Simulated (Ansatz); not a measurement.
BP (F-43m), r2SCAN with spin-orbit coupling, rigid bands run with Ansatz (a quantum-chemistry and plane-wave program): Condition of this run: hydrostatic pressure 5 GPa (the target of the relaxation). band gap 1.36 eV, N_c = 4.05e19 cm⁻³ and N_v = 2.35e19 cm⁻³ at 300 K, conductivity masses of 0.325 mₑ (electrons) and 0.401 mₑ (holes). Take k_BT = 0.02585 eV.

Problem. What thermal injection velocity √(2k_BT/πm) limits a ballistic channel?

Solution. 9.44e6 cm/s for electrons and 8.50e6 cm/s for holes, a ratio of √(m_h/m_e) = 1.11, for dilute carriers.

Problem. What built-in voltage has an abrupt junction with N_A = 1e17 and N_D = 1e17 cm⁻³, all dopants ionised?

Solution. V_bi = E_g/e − (k_BT/e) ln(N_c N_v/(N_A N_D)) = 1.36 − 0.02585 × 11.46 = 1.06 V. It follows the computed gap one for one.

Problem. Find the intrinsic carrier density and the intrinsic Fermi level.

Solution. n_i = √(N_c N_v) exp(−E_g/2k_BT) = 3.09e19 × exp(−26.30) = 1.2e8 cm⁻³. The level lies (k_BT/2) ln(N_v/N_c) = -7 meV from mid-gap (positive towards the conduction band). Each 0.1 eV added to the gap lowers n_i by a factor of 6.9.

Rigid, parabolic bands with the computed gap; masses take one relaxation time for all states.
